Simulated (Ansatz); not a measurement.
For Sb (model structure, started from the diamond type, Fd-3m, No. 227, 2 atoms in the cell), PBEsol (Ansatz, an electronic-structure program, PAW) gives:

- equilibrium lattice constant a = 6.872 Å
- cohesive energy = 2.71 eV/atom

Problem. What does r²SCAN+rVV10 in Ansatz (plane waves, PAW) give for the same quantities?

Solution. 
- lattice constant a: 6.900 Å (rises by 0.4 %)
- cohesive energy: 2.36 eV/atom (decreases by 0.35 eV/atom)

Changes are worked out from the printed values.

Unless a cell is named, each level is at its own relaxed cell (PBEsol 40.56, r²SCAN+rVV10 41.06 Å³/atom).

Levels without +SOC leave out spin–orbit coupling, which shifts energies and cells of such heavy elements.

Ansatz's density-functional and Hartree–Fock values are scalar-relativistic unless marked +SOC, with PAW data made under PBE.

A model structure was made by putting elements into a prototype or built by hand; it is no filed structure, need not be a known phase, and can be a saddle point held by its symmetry.
